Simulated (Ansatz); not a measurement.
Worked example: self-consistent single point of LuCl3 (P3m1, 8 atoms in the cell) in Ansatz (a first-principles code).

Method of the run: LDA (PW92), default PAW files made with PBE (plane waves; Ansatz).

The change in words: lattice scaled by 0.98. Reference geometry:
```xyz
8
Lattice="9.4166 0.0000 0.0000 -4.7083 8.1550 0.0000 0.0000 0.0000 3.4552" Properties=species:S:1:pos:R:3 pbc="T T T"
Lu     4.7083     2.7183     0.9138
Lu     0.0000     5.4367     2.5914
Cl     6.3670     1.7607     2.5914
Cl    -1.6587     6.3943     0.8638
Cl     1.6587     6.3943     0.8638
Cl     3.0496     1.7607     2.5914
Cl     4.7083     4.6337     2.5914
Cl     0.0000     3.5213     0.8638
```

Reference input (self-consistent single point, DFT, LDA (PW92), plane waves, default PAW files made with PBE): basis.ecutwfc = 420 eV; kpoints.mp_grid.grid = 3 3 7; hamiltonian.xc = lda; hamiltonian.pseudopotentials = {kind: paw} (the program's default PAW files); scf.occupations.method = fixed. This run's input differs from it in these lines:

Ansatz 0.2 input:
```diff
@@ -3,14 +3,14 @@
   lattice:
-    - [9.416600, 0.000000, 0.000000]
-    - [-4.708300, 8.155015, 0.000000]
-    - [0.000000, 0.000000, 3.455207]
+    - [9.228268, 0.000000, 0.000000]
+    - [-4.614134, 7.991915, 0.000000]
+    - [0.000000, 0.000000, 3.386103]
   atoms:
-    - { symbol: Lu, position_ang: [4.708305, 2.718336, 0.913802] }
-    - { symbol: Lu, position_ang: [-0.000005, 5.436679, 2.591405] }
-    - { symbol: Cl, position_ang: [6.367034, 1.760668, 2.591405] }
-    - { symbol: Cl, position_ang: [-1.658734, 6.394347, 0.863802] }
-    - { symbol: Cl, position_ang: [1.658734, 6.394347, 0.863802] }
-    - { symbol: Cl, position_ang: [3.049566, 1.760668, 2.591405] }
-    - { symbol: Cl, position_ang: [4.708300, 4.633680, 2.591405] }
-    - { symbol: Cl, position_ang: [-0.000000, 3.521335, 0.863802] }
+    - { symbol: Lu, position_ang: [4.614139, 2.663969, 0.895526] }
+    - { symbol: Lu, position_ang: [-0.000005, 5.327946, 2.539577] }
+    - { symbol: Cl, position_ang: [6.239693, 1.725454, 2.539577] }
+    - { symbol: Cl, position_ang: [-1.625559, 6.266461, 0.846526] }
+    - { symbol: Cl, position_ang: [1.625559, 6.266461, 0.846526] }
+    - { symbol: Cl, position_ang: [2.988575, 1.725454, 2.539577] }
+    - { symbol: Cl, position_ang: [4.614134, 4.541006, 2.539577] }
+    - { symbol: Cl, position_ang: [-0.000000, 3.450909, 0.846526] }
 basis:
```

Log, with long lists cut:

```
SCF iter   1: F=—  HF=-35267.221492 eV  |F-HF|=—  |Δ(HF+E_count)|=         —  Δρ=6.14e-3  dr2=1.07e-1  ethr=1.77e-3  ⟨swp⟩=5.5  Hψ=3028  notcnv=0  defer=92
all-band conjugate gradients solve this SCF's bands
preconditioner: auto → Resta (q_TF=auto, 2.310 Å⁻¹)
SCF iter   2: F=—  HF=-35267.195816 eV  |F-HF|=—  |Δ(HF+E_count)|=   2.57e-2  Δρ=3.11e-3  dr2=2.08e-2  ethr=1.16e-4  ⟨swp⟩=3.2  Hψ=1566  notcnv=0  defer=119
   [... lines left out ...]
SCF iter   6: F=—  HF=-35267.190517 eV  |F-HF|=—  |Δ(HF+E_count)|=   2.72e-4  Δρ=2.81e-5  dr2=3.34e-6  ethr=5.51e-8  ⟨swp⟩=2.3  Hψ=1363  notcnv=0  defer=76
SCF iter   7: F=—  HF=-35267.190518 eV  |F-HF|=—  |Δ(HF+E_count)|=   9.24e-7  Δρ=8.43e-6  dr2=1.88e-7  ethr=3.63e-9  ⟨swp⟩=2.0  Hψ=1228  notcnv=0  defer=76
SCF iter   8: F=—  HF=-35267.190518 eV  |F-HF|=—  |Δ(HF+E_count)|=   1.38e-7  Δρ=8.67e-6  dr2=1.56e-7  ethr=1.09e-10  ⟨swp⟩=15.5  Hψ=6310  notcnv=0
SCF iter   9: F=-35267.190518 eV  HF=-35267.190518 eV  |F-HF|=2.32e-8  |Δ(HF+E_count)|=   2.04e-7  Δρ=1.76e-6  dr2=1.22e-8  ethr=1.09e-10  ⟨swp⟩=4.1  Hψ=4293  notcnv=0
SCF 1 converged in 9 iterations: F = -35267.190518 eV  dr2 = 1.22e-8
Free energy (F): -35267.190518 eV
Internal energy: -35267.190518 eV  (E = F + TS)
E sigma→0 (E₀):  -35267.190518 eV
Fermi energy:    1.671788 eV
--- Forces (eV/Å), atoms counted from 1 ---
  atom   1  Lu    -0.00000000     0.00000000    -0.44983475
  atom   2  Lu     0.00000000    -0.00000000     0.00065319
  atom   3  Cl     0.44172360    -0.25502924     0.15039032
  atom   4  Cl    -0.42512999     0.24544891    -0.00066629
  atom   5  Cl     0.42512999     0.24544891    -0.00066629
  atom   6  Cl    -0.44172360    -0.25502924     0.15039032
  atom   7  Cl     0.00000000     0.51005848     0.15039032
  atom   8  Cl     0.00000000    -0.49089783    -0.00066629
--- Stress (GPa, compression-positive) ---
        1.338027       0.000000       0.000000
        0.000000       1.338027      -0.000000
        0.000000      -0.000000       1.902327
  P = ⅓ Tr σ = 1.5261 GPa (15.261 kbar)
  The stress holds the Pulay correction. Without it, at fixed plane waves, as pw.x and ABINIT print it: P = 1.5100 GPa
```

The run converged in 9 iterations. Against the reference run the free energy rises by 1.3 meV/atom, the pressure goes from -1.17 to 1.53 GPa, the largest force goes from 0.322 to 0.532 eV/Å and the gap on the mesh goes from 3.374 to 3.324 eV.

The starting cell comes from a database of computed structures (which also holds hypothetical and non-ambient phases and stackings), without a prior relaxation at this level. Its lattice was rescaled by up to half a per cent. One atom was moved a little off its site on purpose. For this run, on top of that: lattice scaled by 0.98. Spin-orbit coupling is off. Ansatz's pressure includes its estimate of the finite-basis (Pulay) stress.
